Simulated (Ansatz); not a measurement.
SnS (Aem2, No. 39, 4 atoms in the cell; start mp-554134; a measured phase of this formula has another space group), treated with HSE06 (Ansatz, an electronic-structure program, plane waves, PAW).

Numerical settings: plane-wave cutoff 500 eV, 1×6×6 k mesh (along the axes of the cell as run), gaussian smearing 0.02 eV, scalar-relativistic PAW data made under PBE.

Cell (relaxed at this level):

Space group Aem2 (No. 39); a = 22.410 Å, b = 5.794 Å, c = 5.884 Å, α = β = γ = 90.00°

```json
[
 {"atom": "Sn", "site": "4c", "symmetry": ".m.", "x": "0.4358", "y": "0.2500", "z": "0.0069"},
 {"atom": "S", "site": "4c", "symmetry": ".m.", "x": "0.4511", "y": "0.2500", "z": "0.4591"}
]
```
(The calculation used a cell of 4 atoms; values per cell refer to that cell.)

Q: Give the computed band gap.

A: 
- band gap: 2.41 eV (on the SCF k mesh)

Note: the relaxation could not lower the start's symmetry, so the cell can be a saddle point above a distorted one; the cell has widely spaced layers and the level no dispersion term, so their spacing and the moduli can rest on weak binding.

Spin–orbit coupling is not included.

Static lattice: no zero-point or thermal effects.

Computing time: roughly 2.1 core-hours.

A start named mp-… is a Materials Project structure, which need not be a measured phase.
